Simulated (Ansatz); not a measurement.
## BN: response to strain

Base system: BN in the zinc blende structure (space group F-43m, No. 216; a = 3.625 Å).

Strains are applied to the cell and any free atomic positions relax.

The values are results of plane-wave PAW DFT at the PBE level (Ansatz, a program for electronic structure, 420 eV), no spin-orbit coupling, not measurements.

```
isotropic strain (%)  pressure (GPa)
--------------------  --------------
-3                              40.1
-2.5                            32.4
-1.5                            18.3
-1                              11.8
0                                0.0
0.5                                ?
1                              -10.5
2                              -19.8
2.5                            -24.0
```

### Question
Fit P = P₀ − Bδ + Cδ² with δ = (1 + ε)³ − 1 to the rows shown and predict the withheld row.

### Answer
Least squares on the printed values gives P₀ = -0.1 GPa, B = 379 GPa, C = 910 GPa (largest residual 0.2 GPa); this predicts -5.6 GPa, and the run gives -5.4 GPa, 0.2 higher.

Whether these cells are dynamically stable was not tested.
